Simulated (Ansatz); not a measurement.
Electronic density of states of amorphous Al28O47P2, density 3.01 g/cm³, on a 2×2×2 Γ-centred mesh with a Gaussian width of 0.1 eV; energies count from the Fermi level, whose place inside the gap is arbitrary. Cell and mesh are small, so fine structure isn't converged. Level of theory: PBE, scalar-relativistic without spin-orbit coupling (plane waves to 420 eV, PAW; Ansatz, a quantum-chemistry and plane-wave program). Sampling: a 2×2×2 Γ-centred mesh; Fermi-Dirac width 0.02 eV; no spin polarisation. At PBE the levels at the filled edge of the gap are localised (band-tail or defect states).

It comes from a melt-quench run on a machine-learned potential (CHGNet), relaxed afterwards by DFT. O atoms were pushed apart under 1.9 Å during the dynamics, to hinder bonds among them. The hot cell started wider than the set density and was brought back towards it in steps. It is the lowest in DFT energy of 2 quenches. It is a model cell: composition and starting density were chosen by hand, and all elements were melted together. No dispersion term was used. Its density started from a set value of 3.01 and ended at 3.01 g/cm³. The quench (nominally 410 K/ps over its main leg) was far faster than any real one, so the model tends to hold more defects than a real film. One small periodic cell is one sample of the glass; other quenches scatter about these values. The volume was held where the preparation left it and the shape relaxed, at a PBE pressure of 0.3 GPa.

```
E - EF (eV)  states/(eV atom)
-----------  ----------------
-12.00                   0.00
-11.90                   0.00
-11.80                   0.00
-11.70                   0.00
-11.60                   0.00
-11.50                   0.00
-11.40                   0.00
-11.30                   0.00
-11.20                   0.00
-11.10                   0.00
-11.00                   0.00
-10.90                   0.05
-10.80                   0.16
-10.70                   0.19
-10.60                   0.11
-10.50                   0.02
-10.40                   0.00
-10.30                   0.00
-10.20                   0.00
-10.10                   0.00
-10.00                   0.00
-9.90                    0.00
-9.80                    0.00
-9.70                    0.00
-9.60                    0.00
-9.50                    0.00
-9.40                    0.00
-9.30                    0.00
-9.20                    0.00
-9.10                    0.02
-9.00                    0.10
-8.90                    0.17
-8.80                    0.16
-8.70                    0.11
-8.60                    0.18
-8.50                    0.29
-8.40                    0.27
-8.30                    0.26
-8.20                    0.26
-8.10                    0.23
-8.00                    0.25
-7.90                    0.31
-7.80                    0.33
-7.70                    0.37
-7.60                    0.41
-7.50                    0.41
-7.40                    0.38
-7.30                    0.38
-7.20                    0.37
-7.10                    0.38
-7.00                    0.40
-6.90                    0.37
-6.80                    0.39
-6.70                    0.40
-6.60                    0.42
-6.50                    0.50
-6.40                    0.53
-6.30                    0.49
-6.20                    0.57
-6.10                    0.57
-6.00                    0.55
-5.90                    0.56
-5.80                    0.56
-5.70                    0.55
-5.60                    0.54
-5.50                    0.53
-5.40                    0.58
-5.30                    0.60
-5.20                    0.56
-5.10                    0.55
-5.00                    0.54
-4.90                    0.56
-4.80                    0.59
-4.70                    0.67
-4.60                    0.72
-4.50                    0.64
-4.40                    0.66
-4.30                    0.70
-4.20                    0.72
-4.10                    0.71
-4.00                    0.74
-3.90                    0.72
-3.80                    0.70
-3.70                    0.73
-3.60                    0.72
-3.50                    0.75
-3.40                    0.79
-3.30                    0.80
-3.20                    0.77
-3.10                    0.81
-3.00                    0.80
-2.90                    0.73
-2.80                    0.70
-2.70                    0.60
-2.60                    0.57
-2.50                    0.61
-2.40                    0.49
-2.30                    0.43
-2.20                    0.44
-2.10                    0.47
-2.00                    0.33
-1.90                    0.09
-1.80                    0.01
-1.70                    0.00
-1.60                    0.00
-1.50                    0.00
-1.40                    0.00
-1.30                    0.00
-1.20                    0.00
-1.10                    0.00
-1.00                    0.00
-0.90                    0.00
-0.80                    0.00
-0.70                    0.00
-0.60                    0.00
-0.50                    0.00
-0.40                    0.00
-0.30                    0.00
-0.20                    0.00
-0.10                    0.00
0.00                     0.00
0.10                     0.00
0.20                     0.00
0.30                     0.00
0.40                     0.00
0.50                     0.00
0.60                     0.00
0.70                     0.00
0.80                     0.00
0.90                     0.00
1.00                     0.00
1.10                     0.00
1.20                     0.00
1.30                     0.00
1.40                     0.00
1.50                     0.00
1.60                     0.00
1.70                     0.00
1.80                     0.00
1.90                     0.01
2.00                     0.01
2.10                     0.00
2.20                     0.00
2.30                     0.00
2.40                     0.00
2.50                     0.01
2.60                     0.03
2.70                     0.04
2.80                     0.05
2.90                     0.05
3.00                     0.03
3.10                     0.04
3.20                     0.07
3.30                     0.06
3.40                     0.07
3.50                     0.08
3.60                     0.05
3.70                     0.08
3.80                     0.08
3.90                     0.06
4.00                     0.05
4.10                     0.08
4.20                     0.11
4.30                     0.16
4.40                     0.18
4.50                     0.16
4.60                     0.15
4.70                     0.17
4.80                     0.20
4.90                     0.18
5.00                     0.17
5.10                     0.18
5.20                     0.22
5.30                     0.23
5.40                     0.23
5.50                     0.25
5.60                     0.28
5.70                     0.34
5.80                     0.38
5.90                     0.35
6.00                     0.36
6.10                     0.37
6.20                     0.36
6.30                     0.35
6.40                     0.37
6.50                     0.40
```

The level gap on this mesh is 3.91 eV; the broadening fills part of it in the curve.
